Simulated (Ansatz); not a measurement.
An Ansatz (a first-principles code) run: Nb with a change (tensor shear ε_xy = +0.86 %); r2SCAN (Ansatz; PAW; 500 eV plane waves; no SOC).

Input:

Ansatz 0.2 input:
```yaml
crystal:
  lattice:
    - [-1.6380251276, 1.6380251276, 1.6522343429]
    - [1.6380251276, -1.6380251276, 1.6522343429]
    - [1.6664435583, 1.6664435583, -1.6522343429]
  atoms:
    - { symbol: Nb, position: [0, 0, 0] }
basis: { ecutwfc: 500, ecutrho_ratio: 4, xc_grid: 4, fft_grid_basis: typed }
kpoints: { mp_grid: { grid: [28, 28, 28] } }
hamiltonian:
  xc: r2scan
  dispersion: none
  pseudopotentials: { kind: paw }
scf: { occupations: { method: fermi_dirac, width: 0.1 }, convergence: { dr2_threshold: 0.0000000001 } }
relax: { f_tol: 0.005, max_steps: 50 }
output: { forces: true, stress: true }
checkpoint: { write: state.ck, write_every: 1000 }
```

Output:

```
Relaxation: its limit of steps is 50 (relax.max_steps)
WARN ansatz: RAYON_NUM_THREADS=1 ignored (pool sized by the plan → 1); use --threads N
Pseudopotentials: kind: paw
Pseudopotential: Nb, paw, valence charge 13
Functional definition: r2SCAN
Crystal: 1 atoms, lattice volume = 18.040 Å³
Basis set: ecut = 500 eV, 455 PW (Γ), exchange–correlation on 96×96×96 points (64 copies of the dense FFT grid, shifted against one another)
Bands: 11, of which v1, the nominal top of the filled ones, is band 7 counted from 1 (6 counted from 0)
Symmetry: 8 space group operations
Space group: Fmmm (ITA 69), of the structure as read, at distance tolerance 2.6e-5 Å
k-points: 3060 of 21952
PAW frozen core: Nb, regenerated for the run's functional
Initial density: superposition of atomic densities (neutral atoms: chi_scale 0, normalization atom), corrected by the library's trained network
Initial wavefunctions: pseudopotential atomic-orbital guess
Eigensolver: davidson
Functional: x = r2scan, c = r2scan; τ floored in thin density (d = 2e-4 eV/Å³)
SCF iter   1: F=—  HF=-4563.655399 eV  |F-HF|=—  |Δ(HF+E_count)|=         —  Δρ=1.03e-2  dr2=1.52e-2  dr2_τ=9.76e-3  ethr=1.77e-3  ⟨swp⟩=5.1  Hψ=206221  notcnv=0
all-band conjugate gradients solve this SCF's bands
preconditioner: auto → none
SCF iter   2: F=—  HF=-4563.652527 eV  |F-HF|=—  |Δ(HF+E_count)|=   2.87e-3  Δρ=3.42e-3  dr2=6.23e-4  dr2_τ=5.95e-4  ethr=1.17e-4  ⟨swp⟩=2.9  Hψ=82344  notcnv=0
SCF iter   3: F=—  HF=-4563.652850 eV  |F-HF|=—  |Δ(HF+E_count)|=   3.22e-4  Δρ=1.37e-3  dr2=9.19e-5  dr2_τ=1.89e-5  ethr=4.79e-6  ⟨swp⟩=1.8  Hψ=44398  notcnv=0
SCF iter   4: F=—  HF=-4563.652934 eV  |F-HF|=—  |Δ(HF+E_count)|=   8.41e-5  Δρ=7.79e-5  dr2=5.47e-7  dr2_τ=5.32e-8  ethr=7.07e-7  ⟨swp⟩=2.5  Hψ=48226  notcnv=0
SCF iter   5: F=—  HF=-4563.652934 eV  |F-HF|=—  |Δ(HF+E_count)|=   4.35e-7  Δρ=2.58e-5  dr2=6.28e-8  dr2_τ=3.49e-8  ethr=4.21e-9  ⟨swp⟩=2.0  Hψ=53754  notcnv=0
SCF iter   6: F=—  HF=-4563.652934 eV  |F-HF|=—  |Δ(HF+E_count)|=   5.09e-9  Δρ=5.54e-6  dr2=2.78e-9  dr2_τ=2.76e-10  ethr=4.83e-10  ⟨swp⟩=3.0  Hψ=55986  notcnv=0
SCF iter   7: F=-4563.652934 eV  HF=-4563.652934 eV  |F-HF|=1.55e-11  |Δ(HF+E_count)|=  4.37e-11  Δρ=7.73e-7  dr2=5.72e-11  dr2_τ=6.31e-12  ethr=1.00e-12  ⟨swp⟩=3.0  Hψ=139087  notcnv=0
SCF 1 converged in 7 iterations: F = -4563.652934 eV  dr2 = 5.72e-11
relax step   1: F+E_penalty+E_count = -4563.65293420 eV  Δ(F+E_penalty+E_count) = +0.000e0 eV  max|allowed force component| = 0.000e0 eV/Å  Δτ_max = 0.0000 Å  (7 SCF iters, accepted)
Crystal: 1 atoms, lattice volume = 18.040 Å³
Initial density: handed on by an earlier stage of this run
Initial wavefunctions: those handed on with the density
iter 1 solved again at ethr=1.00e-12 eV; its pass at ethr=3.10e-3 eV (dr2=5.73e-11 eV) is discarded
SCF iter   1: F=—  HF=-4563.652934 eV  |F-HF|=—  |Δ(HF+E_count)|=         —  Δρ=7.73e-7  dr2=5.72e-11  dr2_τ=6.31e-12  ethr=1.00e-12  ⟨swp⟩=1.0  Hψ=211022  notcnv=0
preconditioner: auto → none
SCF iter   2: F=-4563.652934 eV  HF=-4563.652934 eV  |F-HF|=1.82e-12  |Δ(HF+E_count)|=  4.55e-12  Δρ=3.17e-7  dr2=7.98e-12  dr2_τ=8.97e-13  ethr=1.00e-12  ⟨swp⟩=4.0  Hψ=93720  notcnv=0
SCF 2 converged in 2 iterations: F = -4563.652934 eV  dr2 = 7.98e-12
SCF converged after 2 iterations
Free energy (F): -4563.652934 eV
Harris-Foulkes:  -4563.652934 eV  (|F-HF|=1.82e-12)
Internal energy: -4563.606733 eV  (E = F + TS)
E sigma→0 (E₀):  -4563.629834 eV
Entropy (-TS):   -0.046201 eV (-46.201 meV/atom)
Fermi energy:    17.719047 eV
--- Per-component energies (eV) ---
  E_band       = -78.751713
  E_kinetic    = 394.204281
  E_local      = -691.991983  (includes V_loc(G=0)·N_el)
  E_nonlocal   = 119.507948
  E_hartree    = 214.867449
  E_xc         = -169.718982
  E_vxc        = -236.864561  (∫ρ·V_xc dr)
  E_paw        = -3090.253441  (= ΣΔE_a)
  E_vpaw       = -108.279151  (= ΣTr[D̂ρ^β])
  E_aug_tail   = 0.000004  (compensation charges beyond the density's cutoff)
  E_vtau       = 14.936851  (kinetic-family band-sum trace: ∫τ·v_τ [+ j·A + Jᵃ·Aᵃ] dr)
  E_ewald      = -1340.029578
  E_core_change = -0.192431  (= ΣΔE_core)
  E_smearing   = -0.046201  (= −TS)
  E_closure    = 0.000000  (closes the sum)
  Σ components = -4563.652934   (vs F -4563.652934, Δ=0.00e0)
  [band-id]    e_kinetic+e_local+e_nonlocal+2·e_hartree+e_vxc+e_vpaw+e_augmentation_tail+e_vtau = -78.751713   (vs E_band -78.751713, Δ=-1.55e-7)
--- Forces (eV/Å), atoms counted from 1 ---
  atom   1  Nb     0.00000000     0.00000000     0.00000000
  max |Σ_I F_I| component: 0.00e0 eV/Å
--- Stress (GPa, compression-positive) ---
       -0.006495      -0.184318       0.000000
       -0.184318      -0.006495      -0.000000
        0.000000      -0.000000       0.050367
  P = ⅓ Tr σ = 0.0125 GPa (0.125 kbar)
  The stress holds the Pulay correction. Without it, at fixed plane waves, as pw.x and ABINIT print it: P = -0.0839 GPa
  The stress includes an estimate of the error left by incomplete SCF convergence (largest component 0.0001 GPa).
--- Band table ---
  band table: none
--- Relaxed structure (1 steps of the walk, 1 accepted, 0 SCFs on fresh bases) ---
  F+E_penalty+E_count = -4563.65293420 eV   max|allowed force component| = 0.000e0 eV/Å
  atoms:
    - { symbol: Nb, position: [0.0, 0.0, 0.0] }
```

The cells carry an imposed strain or load. Stability against distortions was not tested. The final runs are not spin-polarised. The cell was made from Nb in the bcc (W type) structure (space group Im-3m, No. 229) by this change: tensor shear ε_xy = +0.86 %.
